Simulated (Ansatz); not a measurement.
## The (210) surface of bcc Rb in its 1x1 cell, outermost plane spacing 1.27 Å in the ideal cut

The numbers are results of PBE (plane waves to 420 eV, PAW; Ansatz, an electronic-structure program), not measurements.

Set-up: 9 atoms, 10.1 Å thick at the start (thin: gaps and levels are the slab's own); mesh 7x3x1; 0.1 eV smearing; dipole correction on; all atoms relaxed; held to the start's symmetry, so lower structures may exist; no spin, no spin-orbit, no U.

```yaml
surface energy (mean of both faces): 0.09 J/m^2
surface_energy_before_relaxation: 0.09 J/m²
work_function_of_the_top_face: 2.22 eV
energy_released_by_relaxation: 0.036 eV
cost: very roughly 4 core-minutes
```
